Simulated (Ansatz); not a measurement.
## NbAs (model structure, started from the NbAs type, I4₁md, No. 109, 4 atoms in the cell): c axis length by level of theory

No measured value is used here.

```tsv
level (code)	value (Å)
PBE (Ansatz)	11.749
PBEsol (Ansatz)	11.591
PBE-D3(BJ) (Ansatz)	?
```

Question: Complete the blanks.

Answer: 
- PBE-D3(BJ) (Ansatz, a quantum-chemistry and plane-wave program), value (Å): 11.557

Ansatz's density-functional and Hartree–Fock values are scalar-relativistic unless marked +SOC, with PAW data made under PBE.

A model structure was made by putting elements into a prototype or built by hand; it is no filed structure, need not be a known phase, and can be a saddle point held by its symmetry.
